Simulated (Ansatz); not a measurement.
Consider interstitial Sr in rock-salt SrO, charge state +2. The step: several atoms move together, Sr the farthest; the atom moves 2.60 Å along (0.00, -0.50, 0.00) of the unit cell; the moving atom starts with neighbours 4 O at 2.28; 4 Sr at 2.80 Å and ends with 4 O at 2.28; 4 Sr at 2.80 Å. DFT values are from Ansatz (plane-wave PAW, 420 eV unless said) in a cell of 64 host sites, spin-restricted, static, with no finite-size correction. The charge state is imposed; whether it is stable for some Fermi level was not computed. Sites that were not tried may lie lower. For the PBE band: the saddle point's order was not checked, and it lies on a symmetry element of the cell, where a band can be held.

```csv
Level,Forward barrier (eV),Cost of the band or of the saddle's single point
"CHGNet universal potential (has no charge state), its own band",1.04,-
"PBE, the Γ point alone, band relaxed",1.18,very roughly 20 core-minutes
"PBE, a 2×2×2 k-point mesh shifted by half a step, same geometries",1.37,about 4 core-minutes (a rough figure)
"r2SCAN at 500 eV, the Γ point alone, same geometries",?,about 90 core-seconds (a rough figure)
```

Problem. What belongs in the gaps?

Solution. 
- r2SCAN at 500 eV, the Γ point alone, same geometries, Forward barrier (eV): 1.24

Ansatz is a program for electronic structure.
